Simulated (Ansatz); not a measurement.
# NH3 on the 1x1 (110) surface of zinc-blende InP (cut with top plane In + P), one in a 2x1 cell, started at the site 'hollow P'

Host crystal: zinc-blende InP, with a band gap (PBE, scalar-relativistic without spin-orbit coupling).

Calculation: r2SCAN, at the PBE geometry (plane waves to 500 eV, PAW; Ansatz, a program for electronic structure).

Slab: 24 atoms, 8.9 Å thick at the start under the adsorbate (thin: gaps and levels are the slab's own); k 3x4x1, smearing 0.01 eV, dipole-corrected; single point; no symmetry held, on the structure that PBE left; no spin, no spin-orbit, no U, no dispersion correction. At the end it is bonded to In. In PBE it is, or lies within 0.03 eV of, the lowest of the starts that converged; the order may differ at this level.

- adsorption energy against NH3(g) at the same level: -1.10 eV
- change of the step from the bottom to the top vacuum level, against the clean slab: -1.24 eV
- height of the binding atom over the mean of the host atoms within 0.3 Å of the top one: 1.199 Å
- nearest host atoms of the binding atom: In at 2.38 Å, P at 3.57 Å, P at 3.71 Å
- note: in the relaxation the adsorbate left its starting site by 2.8 Å
- cost: roughly 6 core-minutes

A negative adsorption energy means that the adsorbate is more stable on the surface than in its reference.
